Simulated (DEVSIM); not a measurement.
Structure: Ni/SiON/n-GaAs capacitor, at 300 K.

```
layer (left to right)  material  thickness (nm)  Nd (cm⁻³)
---------------------  --------  --------------  ---------
1                          SiON            14.0          -
2                          GaAs           17000     1.4e15
```

Metal gate on the left, work function 5.1 eV. Fixed charge at the semiconductor interface 2e10 cm⁻² (in units of +e); no interface traps.

This is a model device: material constants are rounded textbook-type values typed into the input, and sizes, dopings and lifetimes were drawn at random. Values at 300 K.

```csv
parameter,SiON,GaAs
gap (eV),7,1.424
affinity (eV),1.4,4.07
permittivity,5.5,12.9
Nc (cm⁻³),-,4.7e17
Nv (cm⁻³),-,9e18
```

Simulated with DEVSIM: 1D Poisson equation in equilibrium, Boltzmann statistics, complete ionisation; no quantum confinement or tunnelling. Metal contacts follow the ideal Schottky-Mott rule: no Fermi-level pinning, no interface dipoles.

The substrate doping was swept, all else fixed.

```
substrate doping (cm^-3)  flat-band voltage (V)  minimum of the low-frequency capacitance (μF/cm²)  threshold voltage (band bending 2φF) (V)
------------------------  ---------------------  -------------------------------------------------  ----------------------------------------
7e13                                       0.79                                            0.00293                                     -0.11
1.4e14                                     0.81                                            0.00406                                     -0.14
2.8e14                                     0.83                                            0.00566                                     -0.16
7e14                                       0.85                                            0.00847                                     -0.20
1.4e15                                     0.87                                                  ?                                         ?
2.8e15                                     0.89                                             0.0160                                     -0.29
```

Problem. Fill in the missing entries.

Solution. 
- 1.4e15, minimum of the low-frequency capacitance (μF/cm²): 0.0117
- 1.4e15, threshold voltage (band bending 2φF) (V): -0.24
